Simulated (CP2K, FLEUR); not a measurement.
A FLEUR input for a self-consistent single point of AgAu3 (P1, 4 atoms in the cell) (DFT, LDA (Perdew-Zunger), all-electron FLAPW (FLEUR), scalar-relativistic valence):

Input of the input generator:

```
scf AgAu3
&input film=f /
7.7887518870 0.0000000000 0.0000000000
0.0000000000 7.7887518870 0.0000000000
0.0000000000 0.0000000000 7.7887518870
1.0
1.0 1.0 1.0

4
47 0.4880680000 0.4991650000 0.4975140000
79 0.5050180000 0.0090850000 0.0098390000
79 -0.0038700000 0.5039230000 0.0002070000
79 0.0107830000 -0.0121720000 0.4924410000

&comp jspins=1 /
&exco xctyp='pz' /
&kpt div1=6 div2=6 div3=6 gamma=t /
&end /
```

```xml
<?xml version="1.0" encoding="UTF-8" standalone="no"?>
<fleurInput fleurInputVersion="0.39">
   <comment>
      scf AgAu3                                                                                           
   </comment>
   <calculationSetup>
      <cutoffs Kmax="3.9" Gmax="13.7" GmaxXC="13.7" numbands="0"/>
      <scfLoop itmax="80" minDistance="0.00001" maxIterBroyd="99" imix="Anderson" alpha="0.05" precondParam="0.0" spinf="2.0"/>
      <coreElectrons ctail="T" frcor="F" kcrel="0" coretail_lmax="0"/>
      <xcFunctional name="pz" relativisticCorrections="F"/>
      <magnetism jspins="1"/>
      <soc l_soc="F" theta="0.0" phi="0.0" spav="F"/>
      <expertModes spex="0" secvar="F"/>
      <geometryOptimization l_f="T" forcealpha="1.0" forcemix="BFGS" epsdisp="0.00001" epsforce="0.00001"/>
      <ldaU l_linMix="F" mixParam="0.05" spinf="1.0"/>
   </calculationSetup>
   <cell>
      <bzIntegration valenceElectrons="68.0" mode="hist" fermiSmearingEnergy="0.00367493">
         <kPointListSelection listName="default-1"/>
         <!-- k-points included here -->
         <xi:include xmlns:xi="http://www.w3.org/2001/XInclude" href="kpts.xml"> </xi:include>
      </bzIntegration>
      <!-- symmetry operations included here -->
      <xi:include xmlns:xi="http://www.w3.org/2001/XInclude" href="sym.xml"> </xi:include>
      <bulkLattice scale="1.0">
         <bravaisMatrix>
            <row-1>    7.7887518870000001     0.0000000000000000     0.0000000000000000</row-1>
            <row-2>    0.0000000000000000     7.7887518870000001     0.0000000000000000</row-2>
            <row-3>    0.0000000000000000     0.0000000000000000     7.7887518870000001</row-3>
         </bravaisMatrix>
      </bulkLattice>
   </cell>
   <atomSpecies>
      <species name="Silver (Ag)" element="Ag" atomicNumber="47">
         <mtSphere radius="2.57" gridPoints="885" logIncrement="0.015"/>
         <atomicCutoffs lmax="10" lnonsphr="8"/>
         <electronConfig flipSpins="F">
            <coreConfig>(1s1/2) (2s1/2) (2p1/2) (2p3/2) (3s1/2) (3p1/2) (3p3/2) (4s1/2) (3d3/2) (3d5/2)</coreConfig>
            <valenceConfig>(4p1/2) (4p3/2) (5s1/2) (4d3/2) (4d5/2)</valenceConfig>
            <stateOccupation state="(5s1/2)" spinUp="0.5" spinDown="0.5"/>
         </electronConfig>
         <energyParameters s="5" p="5" d="4" f="4"/>
         <lo type="SCLO" l="1" n="4" eDeriv="0"/>
         <lo type="HELO" l="2" n="5" eDeriv="0"/>
      </species>
      <species name="Gold (Au)" element="Au" atomicNumber="79">
         <mtSphere radius="2.57" gridPoints="885" logIncrement="0.015"/>
         <atomicCutoffs lmax="10" lnonsphr="8"/>
         <electronConfig flipSpins="F">
            <coreConfig>(1s1/2) (2s1/2) (2p1/2) (2p3/2) (3s1/2) (3p1/2) (3p3/2) (4s1/2) (3d3/2) (3d5/2) (4p1/2) (4p3/2) (5s1/2) (4d3/2) (4d5/2) (4f5/2) (4f7/2)</coreConfig>
            <valenceConfig>(5p1/2) (5p3/2) (6s1/2) (5d3/2) (5d5/2)</valenceConfig>
            <stateOccupation state="(6s1/2)" spinUp="0.5" spinDown="0.5"/>
         </electronConfig>
         <energyParameters s="6" p="6" d="5" f="5"/>
         <lo type="SCLO" l="1" n="5" eDeriv="0"/>
         <lo type="HELO" l="2" n="6" eDeriv="0"/>
      </species>
   </atomSpecies>
   <atomGroups>
      <atomGroup species="Silver (Ag)">
         <relPos label="                   1">.4880680000 .4991650000 .4975140000</relPos>
         <force calculate="T" relaxXYZ="TTT"/>
      </atomGroup>
      <atomGroup species="Gold (Au)">
         <relPos label="                   2">-.4949820000 .0090850000 .0098390000</relPos>
         <force calculate="T" relaxXYZ="TTT"/>
      </atomGroup>
      <atomGroup species="Gold (Au)">
         <relPos label="                   3">-.0038700000 -.4960770000 .0002070000</relPos>
         <force calculate="T" relaxXYZ="TTT"/>
      </atomGroup>
      <atomGroup species="Gold (Au)">
         <relPos label="                   4">.0107830000 -.0121720000 .4924410000</relPos>
         <force calculate="T" relaxXYZ="TTT"/>
      </atomGroup>
   </atomGroups>
   <output dos="F" band="F" slice="F">
      <checks vchk="F" cdinf="F"/>
      <bandDOS minEnergy="-.5*Htr" maxEnergy="0.5*Htr" sigma="0.015" storeEVData="T"/>
      <vacuumDOS vacdos="F" integ="F" star="F" nstars="0" locx1="0.0" locy1="0.0" locx2="0.0" locy2="0.0" nstm="0" tworkf="0.0"/>
      <unfoldingBand unfoldBand="F" supercellX="1" supercellY="1" supercellZ="1"/>
      <plotting iplot="0" polar="F">
         <plot TwoD="T" vec1="  1.0  0.0  0.0" vec2="  0.0  1.0  0.0" vec3="  0.0  0.0  1.0" zero="  0.0  0.0  0.0" file="plot"/>
      </plotting>
      <chargeDensitySlicing numkpt="0" minEigenval="0.0" maxEigenval="0.0" nnne="0" pallst="F"/>
      <specialOutput eonly="F"/>
      <magneticCircularDichroism mcd="F" energyLo="-10.0" energyUp="0.0"/>
   </output>
  <!-- We include the file relax.xml here to enable relaxations (see documentation) -->
  <xi:include xmlns:xi="http://www.w3.org/2001/XInclude" href="relax.xml"> <xi:fallback/> </xi:include>
</fleurInput>
```

Task: Translate this input to CP2K.

Result: One input that does it (others would too):

```
&GLOBAL
  PROJECT bulk
  RUN_TYPE ENERGY_FORCE
  PRINT_LEVEL MEDIUM
&END GLOBAL
&FORCE_EVAL
  METHOD Quickstep
  STRESS_TENSOR ANALYTICAL
  &DFT
    BASIS_SET_FILE_NAME BASIS_MOLOPT
    POTENTIAL_FILE_NAME GTH_POTENTIALS
    &QS
      METHOD GPW
      EPS_DEFAULT 1E-10
    &END QS
    &MGRID
      CUTOFF 500
      REL_CUTOFF 40
      NGRIDS 5
    &END MGRID
    &SCF
      SCF_GUESS ATOMIC
      EPS_SCF 1E-7
      MAX_SCF 100
      ADDED_MOS 8
      &DIAGONALIZATION
        ALGORITHM STANDARD
      &END DIAGONALIZATION
      &MIXING
        METHOD BROYDEN_MIXING
        ALPHA 0.3
        NBUFFER 12
      &END MIXING
      &SMEAR ON
        METHOD FERMI_DIRAC
        ELECTRONIC_TEMPERATURE [K] 1160.45
      &END SMEAR
    &END SCF
    &KPOINTS
      SCHEME MONKHORST-PACK 6 6 6
      GAMMA_CENTERED T
    &END KPOINTS
    &XC
      &XC_FUNCTIONAL PADE
      &END XC_FUNCTIONAL
    &END XC
    &PRINT
      &MO
        EIGENVALUES T
        OCCUPATION_NUMBERS T
        NDIGITS 8
        FILENAME mo
        &EACH
          QS_SCF 0
        &END EACH
        ADD_LAST NUMERIC
      &END MO
      &MULLIKEN ON
      &END MULLIKEN
    &END PRINT
  &END DFT
  &SUBSYS
    &CELL
      A 4.12163000 0.00000000 0.00000000
      B 0.00000000 4.12163000 0.00000000
      C 0.00000000 0.00000000 4.12163000
      PERIODIC XYZ
    &END CELL
    &COORD
      SCALED
      Ag       0.48806800     0.49916500     0.49751400
      Au       0.50501800     0.00908500     0.00983900
      Au      -0.00387000     0.50392300     0.00020700
      Au       0.01078300    -0.01217200     0.49244100
    &END COORD
    &KIND Ag
      BASIS_SET DZVP-MOLOPT-SR-GTH
      POTENTIAL GTH-PADE-q11
    &END KIND
    &KIND Au
      BASIS_SET DZVP-MOLOPT-SR-GTH
      POTENTIAL GTH-PADE-q11
    &END KIND
  &END SUBSYS
  &PRINT
    &FORCES ON
    &END FORCES
    &STRESS_TENSOR ON
    &END STRESS_TENSOR
  &END PRINT
&END FORCE_EVAL
```

Basis, cutoffs, solver keys and any potentials are the target program's own. This input uses DFT LDA (Pade form), GPW, DZVP-MOLOPT-SR-GTH basis, GTH-PADE potentials (GTH_POTENTIALS). LDA parametrisations can differ slightly between programs.

The starting cell comes from a database of computed structures (which also holds hypothetical and non-ambient phases and stackings), without a prior relaxation at this level. For this run, on top of that: atoms moved at random.
